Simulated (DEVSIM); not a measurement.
System: Si p+/n-/n+ power diode, at 250 K.

| layer (left to right) | material | thickness (μm) | Nd (cm⁻³) | Na (cm⁻³) | τn (s) | τp (s) |
|---|---|---|---|---|---|---|
| 1 | Si | 1.20 | - | 8.9e18 | 3.3e-5 | 3.3e-5 |
| 2 | Si | 4.00 | 1.1e16 | - | 3.3e-5 | 3.3e-5 |
| 3 | Si | 2.20 | 1.1e18 | - | 3.3e-5 | 3.3e-5 |

Left contact: ohmic. Right contact: ohmic. Voltage is applied to the left contact. Recombination: SRH at mid-gap, Auger. Mobility is μmin + (μ − μmin)/(1 + (N/Nref)^α).

This is a model device: material constants are rounded textbook-type values typed into the input, and sizes, dopings and lifetimes were drawn at random. Values at 300 K; Nc and Nv go as T^1.5, mobilities as T to minus their exponent, the gap by Varshni's rule with the affinity fixed.

| parameter | Si |
|---|---|
| gap (eV) | 1.124 |
| affinity (eV) | 4.05 |
| permittivity | 11.7 |
| Nc (cm⁻³) | 2.86e19 |
| Nv (cm⁻³) | 3.1e19 |
| μn (cm²/Vs) | 1417 |
| μp (cm²/Vs) | 470 |
| μn,min | 52 |
| μp,min | 45 |
| Nref,n | 9.7e16 |
| Nref,p | 2.2e17 |
| αn | 0.68 |
| αp | 0.72 |
| T exponent of μn | 2.3 |
| T exponent of μp | 2.2 |
| Cn (cm⁶/s) | 2.8e-31 |
| Cp (cm⁶/s) | 9.9e-32 |
| Varshni α (eV/K) | 0.000473 |
| Varshni β (K) | 636 |

Simulated with DEVSIM: 1D drift-diffusion, Boltzmann statistics, complete ionisation; no tunnelling, impact ionisation, image-force lowering or self-heating.

Base results: dark forward voltage at 100 A/cm² (V) 0.928; potential step across the device at zero bias (V) 1.051; dark forward voltage at 1 A/cm² (V) 0.827.

**Question.** What follows from this one change: doping Na of layer 1 8.9e+18 → 8.9e+17 cm^-3?

**Answer.** dark forward voltage at 100 A/cm² 0.928 → 0.893 V; potential step across the device at zero bias 1.051 → 1.001 V; dark forward voltage at 1 A/cm² 0.827 → 0.792 V.

**Question.** What follows from this one change: doping Nd of layer 3 1.1e+18 → 3.3e+18 cm^-3?

**Answer.** dark forward voltage at 100 A/cm² 0.928 → 0.951 V; potential step across the device at zero bias 1.051 → 1.074 V; dark forward voltage at 1 A/cm² 0.827 → 0.850 V.

**Question.** What follows from this one change: temperature 250 → 300 K?

**Answer.** dark forward voltage at 100 A/cm² 0.928 → 0.864 V; potential step across the device at zero bias 1.051 → 1.008 V; dark forward voltage at 1 A/cm² 0.827 → 0.742 V.
